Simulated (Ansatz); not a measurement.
BP: alloy series

Consider BP in the zinc blende structure (space group F-43m, No. 216; a = 4.5485 Å).

The other end (x = 1) is AlP in the zinc blende structure (space group F-43m, No. 216): 20.89 Å³/atom, gap 1.63 eV.

Al replaces a fraction x of B; each row is one arrangement (x, atoms in the cell, starting space group or random), fully relaxed.

All numbers come from Kohn–Sham DFT with the PBE functional, run in Ansatz (a first-principles code) with PAW and 420 eV plane waves, scalar-relativistic without spin-orbit coupling.

```csv
variant,band gap,mixing energy,shortest interatomic distance
base,1.25 eV,–,1.970 Å
"x(Al) = 0.25, 8 atoms, P-43m",?,?,2.039 Å
"x(Al) = 0.25, 8 atoms, I-42m",0.92 eV,+196 meV/atom,?
"x(Al) = 0.333, 6 atoms, P3m1",0.21 eV,+0.257 eV/atom,1.972 Å
"x(Al) = 0.5, 4 atoms, R3m",0.62 eV,+0.302 eV/atom,1.976 Å
"x(Al) = 0.75, 8 atoms, Pmm2",1.00 eV,+147 meV/atom,?
"x(Al) = 0.75, 8 atoms, I-42m",1.14 eV,+114 meV/atom,2.023 Å
```

### Question
Some entries are withheld; estimate them.

### Answer

- x(Al) = 0.25, 8 atoms, P-43m, band gap: 0.96 eV
- x(Al) = 0.25, 8 atoms, P-43m, mixing energy: +0.258 eV/atom
- x(Al) = 0.25, 8 atoms, I-42m, shortest interatomic distance: 1.988 Å
- x(Al) = 0.75, 8 atoms, Pmm2, shortest interatomic distance: 2.012 Å

Each cell is one ordered arrangement of few atoms, which overstates ordering effects compared with a random alloy. Stability against distortions was not tested. The zero or small gap of AlB2P3 can change with the level of theory.
